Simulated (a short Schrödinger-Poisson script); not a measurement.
System: gated In0.52Al0.48As/In0.53Ga0.47As modulation-doped gas in a quantum well, at 300 K.

| layer | material | thickness (nm) | Nd (cm⁻³) | Na (cm⁻³) |
|---|---|---|---|---|
| 1 | In0.52Al0.48As | 20 | - | - |
| 2 | In0.52Al0.48As | 20 | 1.4e18 | - |
| 3 | In0.52Al0.48As | 10 | - | - |
| 4 | In0.53Ga0.47As | 15 | - | - |
| 5 | In0.52Al0.48As | 4000 | - | 1e14 |

Constants are typed, rounded textbook-type inputs, not results; the design itself was drawn at random and stands for no fabricated device. In0.52Al0.48As: permittivity 12.5, conduction-band edge (eV) 0.52, gap (eV) 1.45, electron mass (mₑ) 0.075, Nv at 300 K (cm⁻³) 1.1e19. In0.53Ga0.47As: permittivity 13.9, conduction-band edge (eV) 0, gap (eV) 0.74, Nv at 300 K (cm⁻³) 7.7e18.

Channel valleys (confinement mass, in-plane density-of-states mass, number): Γ 0.041, 0.041, 1. At the gate the conduction-band edge of layer 1 lies 0.65 eV − eVg above the Fermi level of the channel; the field vanishes at the back. Donor level 0.006 eV below the band edge. The barrier under the gate holds no holes. Gaps are held at their typed values at every temperature. Mesh 0.08 nm at interfaces.

From a short Schrödinger-Poisson script (our own, NumPy): 1D Poisson equation in equilibrium, electrons quantum, Hartree (BenDaniel-Duke, 40 states a valley, the channel's in-plane mass for all, wave functions free to enter the barrier), parabolic valleys, classical holes, donors ionised by Fermi statistics, acceptors fully, no traps, pinning or gate leakage.

The same stack at other levels of the model or other numerical settings:

```
run                                                                  sheet density of all electrons at Vg = 0.4 V (cm⁻²)  sheet density of all electrons at Vg = -0.6 V (cm⁻²)  capacitance at Vg = 0.4 V (μF/cm²)  centroid of the channel electrons at Vg = 0.4 V (nm)  rough cost against the base
-------------------------------------------------------------------  ---------------------------------------------------  ----------------------------------------------------  ----------------------------------  ----------------------------------------------------  ---------------------------
base                                                                                                             1.44e12                                               5.30e11                               0.408                                                  5.92                      about 1
electrons treated as classical, Boltzmann                                                                        1.70e12                                               5.82e11                               0.406                                                  3.70                         0.01
electrons treated as classical, Fermi-Dirac                                                                      1.54e12                                               5.56e11                               0.412                                                  5.49                         0.10
electrons treated as quantum, Hartree plus LDA exchange-correlation                                              1.48e12                                               5.41e11                               0.408                                                  5.85                            2
mesh six times as coarse                                                                                         1.44e12                                               5.30e11                               0.408                                                  5.90                          0.2
one subband a valley                                                                                             1.34e12                                               5.26e11                               0.397                                                  5.65                          0.2
```

The classical rows ignore confinement, and Boltzmann statistics overrate the density once the band edge passes the Fermi level.
